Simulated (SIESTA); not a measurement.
# Convergence study of the cutoff of the real-space grid for CdHgSe2 (Pmm2, 4 atoms in the cell)

```
CELL_PARAMETERS angstrom
      4.34241     0.00000     0.00000
      0.00000     4.34241     0.00000
      0.00000     0.00000     6.12844
ATOMIC_POSITIONS crystal
  Cd 0.50000 0.50000 0.50816
  Hg 0.00000 0.00000 0.00000
  Se 0.00000 0.50000 0.25301
  Se 0.50000 0.00000 0.74699
```

Method of the run: LDA PW92, numerical atomic orbitals TZP, PseudoDojo LDA standard norm-conserving potentials (rewritten from UPF to PSML) (SIESTA).

Base settings: XC.functional = LDA; XC.authors = PW92; potentials = PseudoDojo LDA standard; PAO.BasisSize = TZP; PAO.EnergyShift = 0.01 Ry; MeshCutoff = 300 Ry; kgrid.MonkhorstPack = 3 3 2; OccupationFunction = MP; OccupationMPOrder = 0; ElectronicTemperature = 100 meV.

The second cell is the first with its lattice scaled by 0.98.

The mesh stays at the base's, so the ladder's end is converged at best in this setting alone.

Only quantities that move along the ladder and can be compared are tabulated.

Core times come from one kind of shared machine, to one figure; runs under 30 s give none.

The starting cell comes from a database of computed structures (which also holds hypothetical and non-ambient phases and stackings), without a prior relaxation at this level. Its lattice was rescaled by up to half a per cent. One atom was moved a little off its site on purpose. Values carry the incompleteness of an atom-centred basis. In the base run, with a pressure of about -5 GPa the cell is away from its equilibrium volume at this level. The run gives no clean gap (levels at the Fermi energy touch, overlap or are partly filled at this smearing), which alone does not show that the compound is a metal. Without a gap this mesh is coarse (it stands for a supercell whose shortest vector is 12 Å).

| MeshCutoff | energy of the compressed cell less the first (meV/atom) | pressure (GPa) | largest difference of a force vector from the last step's (eV/Å) | core time / last (rough) |
|---|---|---|---|---|
| 105 Ry (118 Ry used) | -33.12 | -4.89 | 0.064 | 1 |
| 120 Ry (132 Ry used) | -33.83 | -4.84 | 0.010 | 0.6 |
| 150 Ry (150 Ry used) | -33.07 | -4.99 | 0.004 | 0.9 |
| 165 Ry (170 Ry used) | -33.08 | -4.89 | 0.012 | 1 |
| 180 Ry (184 Ry used) | -33.13 | -4.90 | 0.005 | 0.9 |
| 210 Ry (215 Ry used) | -32.97 | -4.94 | 0.004 | 0.8 |
| 240 Ry (265 Ry used) | -32.84 | -4.93 | 0.004 | 1 |
| 300 Ry (301 Ry used) | -32.90 | -4.95 | 0.004 | 0.8 |
| 330 Ry (338 Ry used) | -32.94 | -4.96 | 0.004 | 0.8 |
| 360 Ry (366 Ry used) | -33.03 | -4.94 | 0.003 | 1 |
| 405 Ry (427 Ry used) | -32.97 | -4.94 | 0.002 | 0.7 |
| 450 Ry (471 Ry used) | -33.07 | -4.95 | 0.003 | 1 |
| 525 Ry (528 Ry used) | -33.04 | -4.95 | 0.003 | 1 |
| 600 Ry (600 Ry used) | -33.01 | -4.93 | 0.003 | 1 |
| 720 Ry (736 Ry used) | -33.00 | -4.94 | 0.000 | 1 |

Coarsest MeshCutoff that holds the forces within 0.02 eV/Å of the last step, with all finer ones: 120 Ry (132 Ry used); the step before is off by 0.064 eV/Å.

Coarsest MeshCutoff that holds the energy of the compressed cell less the first within 0.2 meV/atom of the last step, with all finer ones: 150 Ry (150 Ry used); the step before is off by 0.83 meV/atom.

Left out of this page: 2 runs of the series outside the window shown, repeating another row's setting, or not comparable.
